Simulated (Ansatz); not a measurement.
# Bulk modulus of CuAu3 (I4/mmm, No. 139, 4 atoms in the cell; start mp-1184018; a measured phase of this formula has another space group) at several levels of theory

No measured value is used here.

| level (code) | value (GPa) | cell (Å³/atom) |
|---|---|---|
| LDA (Ansatz) | 192 | 15.29 |
| PBEsol (Ansatz) | 173 | 15.72 |
| r²SCAN (Ansatz) | 155 | 16.15 |

Density-functional levels without +SOC have no spin–orbit coupling. LDA, PBEsol, r²SCAN: the run has no spin polarisation, so it can have missed a magnetic state. LDA, PBEsol, r²SCAN: the bulk modulus is −V dP/dV from two relaxed cells at ±2 % in volume. LDA, PBEsol, r²SCAN: the relaxation could not lower the start's symmetry, so the cell can be a saddle point above a distorted one. Each level is taken at its own relaxed cell. Cutoffs differ between the levels. Ansatz's density-functional and Hartree–Fock values are scalar-relativistic unless marked +SOC, with PAW data made under PBE.

A start named mp-… is a Materials Project structure, which need not be a measured phase.

Ansatz is a program for electronic structure.
